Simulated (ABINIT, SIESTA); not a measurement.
A SIESTA input for a self-consistent single point of LiCa₆Ge (Fm-3m, 8 atoms in the cell) (DFT, GGA PBEsol, numerical atomic orbitals DZP, PseudoDojo PBEsol standard norm-conserving potentials (rewritten from UPF to PSML)):

```
# files in the folder: Li.psml Ca.psml Ge.psml (PseudoDojo PBEsol standard)
SystemName  LiCa6Ge
SystemLabel LiCa6Ge

NumberOfAtoms                8
NumberOfSpecies              3
%block ChemicalSpeciesLabel
  1 3 Li
  2 20 Ca
  3 32 Ge
%endblock ChemicalSpeciesLabel
LatticeConstant              1.0 Ang
%block LatticeVectors
     0.000000000    5.096755000    5.096755000
     5.096755000    0.000000000    5.096755000
     5.096755000    5.096755000    0.000000000
%endblock LatticeVectors
AtomicCoordinatesFormat      Fractional
%block AtomicCoordinatesAndAtomicSpecies
     0.500000000    0.500000000    0.500000000  1
     0.500000000    0.000000000    0.000000000  2
     0.500000000    0.000000000    0.500000000  2
     0.000000000    0.500000000    0.500000000  2
     0.000000000    0.500000000    0.000000000  2
     0.500000000    0.500000000    0.000000000  2
     0.000000000    0.000000000    0.500000000  2
     0.000000000    0.000000000    0.000000000  3
%endblock AtomicCoordinatesAndAtomicSpecies

XC.functional                GGA
XC.authors                   PBEsol
PAO.BasisSize                DZP
PAO.EnergyShift              0.005 Ry
PAO.Polarization.NonPerturbative true
MeshCutoff                   300 Ry
%block kgrid.MonkhorstPack
    4   0   0  0.0
    0   4   0  0.0
    0   0   4  0.0
%endblock kgrid.MonkhorstPack
OccupationFunction           MP
OccupationMPOrder            0
ElectronicTemperature        2320.9 K

MaxSCFIterations             150
SCF.Mixer.Method             Broyden
SCF.Mixer.Weight             0.25
SCF.Mixer.History            6
SCF.DM.Tolerance             1.0E-04
Diag.ParallelOverK           true
WriteForces                  true
Charge.Mulliken              end
```

Problem. Give the ABINIT input for the same structure, mesh, smearing and functional.

Solution. This is the input that was run; spellings and numerical settings could be chosen otherwise.

```
# LiCa6Ge, PseudoDojo nc-sr-04 PBEsol standard
pp_dirpath "./"
pseudos "Li.upf, Ca.upf, Ge.upf"
acell 3*1.0
rprim
        -0.0000000000    9.6314710743    9.6314710743
         9.6314710743   -0.0000000000    9.6314710743
         9.6314710743    9.6314710743   -0.0000000000
natom 8
ntypat 3
znucl 3 20 32
typat 1 2 2 2 2 2 2 3
xred
         0.5000000000    0.5000000000    0.5000000000
         0.5000000000    0.0000000000    0.0000000000
         0.5000000000    0.0000000000    0.5000000000
         0.0000000000    0.5000000000    0.5000000000
         0.0000000000    0.5000000000    0.0000000000
         0.5000000000    0.5000000000    0.0000000000
         0.0000000000    0.0000000000    0.5000000000
         0.0000000000    0.0000000000    0.0000000000
ecut 78 Ry
ixc -116133
occopt 7
tsmear 0.2 eV
nband 49
kptopt 1
ngkpt 4 4 4
nshiftk 1
shiftk 0 0 0
nstep 80
tolvrs 1.0e-10
prtwf 0
prtden 0
enunit 2
```

Basis, cutoffs, solver keys and any potentials are the target program's own. This input uses DFT, PBEsol, plane waves, norm-conserving pseudopotentials (PseudoDojo nc-sr-04 PBEsol standard). Both were run: pressure 4.85 GPa in SIESTA and -0.87 in ABINIT.

On SIESTA: the starting cell comes from a database of computed structures (which also holds hypothetical and non-ambient phases and stackings), without a prior relaxation at this level. Values carry the incompleteness of an atom-centred basis. With a pressure of about 5 GPa the cell is away from its equilibrium volume at this level.

On ABINIT: the starting cell comes from a database of computed structures (which also holds hypothetical and non-ambient phases and stackings), without a prior relaxation at this level.
